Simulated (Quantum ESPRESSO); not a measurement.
A self-consistent single point of Ru (P6_3/mmc, 2 atoms in the cell) with Quantum ESPRESSO.

Method of the run: PBE, GBRV 1.5 ultrasoft (PBE) pseudopotentials (plane waves; Quantum ESPRESSO).

The change in words: lattice scaled by 0.98. Reference geometry:
```
Ru
1.0
    2.75576     0.00000     0.00000
   -1.37788     2.38656     0.00000
    0.00000     0.00000     4.34365
Ru
2
Direct
  0.33333   0.66667   0.25000
  0.66667   0.33333   0.75000
```

Reference input (self-consistent single point, DFT, PBE, plane waves, GBRV 1.5 ultrasoft (PBE) pseudopotentials): ecutwfc = 40 Ry; ecutrho = 320 Ry; occupations = smearing; smearing = gaussian; degauss = 0.0073499 Ry; potentials = {Ru: ru_pbe_v1.2.uspp.F.UPF}; K_POINTS = automatic 18 18 10 0 0 0; conv_thr = 1e-10 Ry. This run's input differs from it in these lines:

```diff
@@ -29,5 +29,5 @@
 CELL_PARAMETERS {bohr}
-   5.2076294474     0.0000000000     0.0000000000
-  -2.6038147237     4.5099393949     0.0000000000
-   0.0000000000     0.0000000000     8.2082994326
+   5.1034771813     0.0000000000     0.0000000000
+  -2.5517385906     4.4197408866     0.0000000000
+   0.0000000000     0.0000000000     8.0441332550
```

Log, with long lists cut:

```
     Self-consistent Calculation

     iteration #  1     ecut=    40.00 Ry     beta= 0.70

     negative rho (up, down):  1.466E-01 0.000E+00

     total energy              =    -387.69011405 Ry
     estimated scf accuracy    <       2.34323771 Ry

     iteration #  2     ecut=    40.00 Ry     beta= 0.70

     negative rho (up, down):  1.475E-01 0.000E+00

     total energy              =    -388.37252705 Ry
     estimated scf accuracy    <       0.67078079 Ry

     iteration #  3     ecut=    40.00 Ry     beta= 0.70

     negative rho (up, down):  1.463E-01 0.000E+00

     total energy              =    -388.51649367 Ry
     estimated scf accuracy    <       0.00073183 Ry

   [... 5 blocks of this kind left out ...]

     iteration #  9     ecut=    40.00 Ry     beta= 0.70

     negative rho (up, down):  1.464E-01 0.000E+00

     total energy              =    -388.51680355 Ry
     estimated scf accuracy    <          1.4E-10 Ry

     iteration # 10     ecut=    40.00 Ry     beta= 0.70

     negative rho (up, down):  1.464E-01 0.000E+00
     End of self-consistent calculation

     Number of k-points >= 100: set verbosity='high' to print the bands.

     the Fermi energy is    24.0416 ev

!    total energy              =    -388.51680355 Ry
     estimated scf accuracy    <          2.1E-11 Ry
     smearing contrib. (-TS)   =      -0.00066477 Ry
     internal energy E=F+TS    =    -388.51613879 Ry

     convergence has been achieved in  10 iterations

     negative rho (up, down):  1.464E-01 0.000E+00

     Forces acting on atoms (cartesian axes, Ry/au):

     atom    1 type  1   force =     0.00000000   -0.00000000    0.00000000
     atom    2 type  1   force =    -0.00000000    0.00000000    0.00000000

     Total force =     0.000000     Total SCF correction =     0.000000

     negative rho (up, down):  1.464E-01 0.000E+00
          total   stress  (Ry/bohr**3)                   (kbar)     P=       73.10
   0.00046339  -0.00000000   0.00000000           68.17       -0.00        0.00
  -0.00000000   0.00046339   0.00000000           -0.00       68.17        0.00
   0.00000000   0.00000000   0.00056399            0.00        0.00       82.97

   JOB DONE.
```

The run converged in 10 iterations. Against the reference run the free energy goes down by 11.9 meV/atom and the pressure goes from -10.96 to 7.31 GPa.

The starting cell comes from a database of computed structures (which also holds hypothetical and non-ambient phases and stackings), without a prior relaxation at this level. Its lattice was rescaled by a random factor within 2.5 % of one. For this run, on top of that: lattice scaled by 0.98. Spin polarisation is off. With a pressure of about 7 GPa the cell is away from its equilibrium volume at this level.

Cost on one core of a shared machine: roughly 2 min.
